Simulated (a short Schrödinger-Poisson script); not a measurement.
Solved with a short Schrödinger-Poisson script written for these runs: 1D Poisson equation in equilibrium, electrons quantum, Hartree (BenDaniel-Duke, 40 states a valley, the channel's in-plane mass for all, wave functions free to enter the barrier), parabolic valleys, classical holes, full ionisation, no traps, pinning or gate leakage.

System: gated Al0.25Ga0.75As/GaAs δ-doped gas, at 77 K.

From the gate side: 20 nm Al0.25Ga0.75As; 5 nm Al0.25Ga0.75As; 6000 nm GaAs, acceptors 2e15 cm⁻³.

The device is made up for the run: typed textbook-type constants, with dimensions and the other settings drawn at random. Al0.25Ga0.75As: permittivity 12.19, conduction-band edge (eV) 0.198, gap (eV) 1.736, electron mass (mₑ) 0.0878, Nv at 300 K (cm⁻³) 9e18. GaAs: permittivity 12.9, conduction-band edge (eV) 0, gap (eV) 1.424, Nv at 300 K (cm⁻³) 9e18.

Channel valleys (confinement mass, in-plane density-of-states mass, number): Γ 0.067, 0.067, 1. At the gate the conduction-band edge of layer 1 lies 0.95 eV − eVg above the Fermi level of the channel; the field vanishes at the back. Sheet of ionised δ-doping: +2.3e12 e/cm² at 20 nm from the gate. The barrier under the gate holds no holes. Gaps are held at their typed values at every temperature. Mesh 0.08 nm at interfaces.

Give the gate voltage at 1e11 electrons/cm² (V); the lowest subband against the Fermi level at Vg = 0.5 V (meV); the capacitance at Vg = 0.5 V (μF/cm²).

gate voltage at 1e11 electrons/cm² (V): 0.22; lowest subband against the Fermi level at Vg = 0.5 V (meV): -24.5; capacitance at Vg = 0.5 V (μF/cm²): 0.366.
